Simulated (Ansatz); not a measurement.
Consider ZnCu in the CsCl type structure (space group Pm-3m, No. 221; a = 2.908 Å; relaxed with 0.1 eV smearing). Axes: x, y, z lie along the cube axes.

Computed with Kohn–Sham DFT with the PBEsol functional, run in Ansatz (a quantum-chemistry and plane-wave program) with PAW and 420 eV plane waves, scalar-relativistic without spin-orbit coupling.

Base values:

```
Item                             Value
-----------------------------  -------
Shortest interatomic distance  2.519 Å
```

One thing is altered: uniaxial strain ε_zz = −2.00 %, all other strain components held at zero; the atoms relax in the strained cell.

Problem. What happens to the energy relative to the base, shortest interatomic distance and stress?

Solution. The energy grows by 2.2 meV/atom; the shortest interatomic distance decreases by 0.017 Å (2.519 Å → 2.502 Å); the stress (xx, yy, zz, yz, xz, xy; compression positive) amounts to (2.9, 2.9, 3.0, 0.0, 0.0, 0.0) GPa.

No phonon test of stability was made. All final runs are without spin polarisation.
